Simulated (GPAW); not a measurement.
**Input and output of a self-consistent single point for HfC (Fm-3m, 2 atoms in the cell) (GPAW)**

Computed with LDA (Perdew-Wang 92), GPAW PAW datasets LDA (gpaw-data 1.0.1) (plane waves; GPAW).

Input as run:

```python
from ase import Atoms
from ase.units import GPa
from gpaw import GPAW, PW, FermiDirac

atoms = Atoms(['Hf', 'C'],
              cell=[[0.000000, 2.331600, 2.331600],
                    [2.331600, 0.000000, 2.331600],
                    [2.331600, 2.331600, 0.000000]],
              scaled_positions=[[0.000000, 0.000000, 0.000000],
                                [0.500000, 0.500000, 0.500000]],
              pbc=True)

calc = GPAW(mode=PW(900),
            xc='LDA',
            kpts=(7, 7, 7),
            occupations=FermiDirac(0.1),
            nbands=-6,
            convergence={'density': 1e-05, 'energy': 1e-05},
            symmetry={'symmorphic': False, 'tolerance': 0.0005},
            maxiter=150)

atoms.calc = calc

energy = atoms.get_potential_energy()
print('Energy (eV):', round(energy, 6))
forces = atoms.get_forces()
print('Forces (eV/Ang):')
print(forces.round(5))
stress = atoms.get_stress()
print('Stress (GPa, Voigt):', (stress / GPa).round(4))
```

Log, with long lists cut:

```
Input parameters:
  convergence: {density: 1e-05,
                energy: 1e-05}
  kpts: [7 7 7]
  maxiter: 150
  mode: {ecut: 900.0000000000001,
         name: pw}
  nbands: -6
  occupations: {fixmagmom: False,
                name: fermi-dirac,
                width: 0.1}
  symmetry: {symmorphic: False,
             tolerance: 0.0005}

species:
  Hf:
    name: Hafnium
    Z: 72.0
    valence: 12
    core: 60
    charge: 0.0
    file: Hf.LDA.gz

    # Using partial waves for Hf as LCAO basis

  C:
    name: Carbon
    Z: 6.0
    valence: 4
    core: 2
    charge: 0.0
    file: C.LDA.gz

    # Using partial waves for C as LCAO basis

Reference energy: -410660.131026  # eV

Spin-paired calculation

Convergence criteria:
 Maximum [total energy] change in last 3 cyles: 1e-05 eV / valence electron
 Maximum integral of absolute [dens]ity change: 1e-05 electrons / valence electron
 Maximum integral of absolute [eigenst]ate change: 4e-08 eV^2 / valence electron
 Maximum number of scf [iter]ations: 150

Symmetries present (total): 48
Symmetries with fractional translations: 0
343 k-points: 7 x 7 x 7 Monkhorst-Pack grid
20 k-points in the irreducible part of the Brillouin zone
       k-points in crystal coordinates                weights
   0:     0.00000000    0.00000000    0.00000000          1/343
   1:     0.14285714    0.14285714    0.00000000          6/343
   2:     0.14285714    0.14285714    0.14285714          8/343
   [... 7 lines left out ...]
          ...
  19:     0.42857143    0.42857143    0.42857143          8/343

Wave functions: Plane wave expansion
  Cutoff energy: 900.000 eV
  Number of coefficients (min, max): 1471, 1570
  Pulay-stress correction: 0.000000 eV/Ang^3 (de/decut=0.000000)

Occupation numbers: Fermi-Dirac:
  width: 0.1000  # eV

Eigensolver

Densities:
  Coarse grid: 24*24*24 grid
  Fine grid: 48*48*48 grid
  Total Charge: 0.000000

Density mixing:
  Method: separate
  Backend: pulay
  Linear mixing parameter: 0.05
  old densities: 5
  Damping of long wavelength oscillations: 50

Hamiltonian:
  XC and Coulomb potentials evaluated on a 48*48*48 grid
  External potential:
    NoExternalPotential

Number of atoms: 2
Number of atomic orbitals: 17
Number of bands in calculation: 14
Number of valence electrons: 16
Bands to converge: occupied

Density initialized from atomic densities
  14 bands from LCAO basis set

Atomic positions and initial magnetic moments

Positions:
   0 Hf     0.000000    0.000000    0.000000    ( 0.0000,  0.0000,  0.0000)
   1 C      2.331600    2.331600    2.331600    ( 0.0000,  0.0000,  0.0000)

Unit cell:
           periodic     x           y           z      points  spacing
  1. axis:    yes    0.000000    2.331600    2.331600    24     0.1122
  2. axis:    yes    2.331600    0.000000    2.331600    24     0.1122
  3. axis:    yes    2.331600    2.331600    0.000000    24     0.1122

  Lengths:   3.297380   3.297380   3.297380
  Angles:   60.000000  60.000000  60.000000

Effective grid spacing dv^(1/3) = 0.1224

     iter     time        total  log10-change:
                         energy   eigst   dens
iter:   1 --:--:--   -22.355082
iter:   2 --:--:--   -21.759963   -1.61  -0.85
iter:   3 --:--:--   -20.451717   -1.00  -0.92
iter:   4 --:--:--   -20.444136   -2.24  -1.41
iter:   5 --:--:--   -20.455189   -2.18  -1.56
iter:   6 --:--:--   -20.455189   -3.87  -2.53
iter:   7 --:--:--   -20.453902   -3.28  -2.65
iter:   8 --:--:--   -20.453351   -3.59  -2.62
iter:   9 --:--:--   -20.453351   -5.28  -3.24
iter:  10 --:--:--   -20.453315c  -5.34  -3.18
iter:  11 --:--:--   -20.453305c  -5.55  -3.61
iter:  12 --:--:--   -20.453305c  -7.30  -5.01c
iter:  13 --:--:--   -20.453305c  -8.91c -5.02c

Converged after 13 iterations.

Dipole moment: (-0.000000, -0.000000, -0.000000) |e|*Ang

Energy contributions relative to reference atoms: (reference = -410660.131026)

Kinetic:        +14.534194
Potential:      -15.800388
External:        +0.000000
XC:             -18.761940
Entropy (-ST):   -0.011316
Local:           -0.419513
SIC:             +0.000000
--------------------------
Free energy:    -20.458963
Extrapolated:   -20.453305

Showing only first 2 kpts
 Kpt  Band  Eigenvalues  Occupancy
  0     6     11.58032    0.00003
  0     7     11.58032    0.00003
  0     8     11.83301    0.00000
  0     9     11.83301    0.00000

  1     6     10.42066    1.24242
  1     7     10.42066    1.24242
  1     8     11.01812    0.00830
  1     9     13.91461    0.00000

Fermi level: 10.47013

No gap
No difference between direct/indirect transitions
Energy (eV): -20.453305

Forces in eV/Ang:
  0 Hf    0.00000    0.00000    0.00000
  1 C     0.00000   -0.00000    0.00000

Stress tensor:
     0.081486     0.000000     0.000000
     0.000000     0.081486    -0.000000
     0.000000    -0.000000     0.081486
Stress (GPa, Voigt): [13.0555 13.0555 13.0555 -0.      0.      0.    ]
```

The run converged in 13 iterations. GPAW prints stress with tension positive.

At such cutoffs GPAW's stress carries a finite-basis (Pulay) error, which enters relaxed cells too; its log prints stress with tension positive.

The starting cell has typed, rounded lattice constants, without a prior relaxation at this level. Its lattice was rescaled by up to half a per cent. Spin-orbit coupling is off.
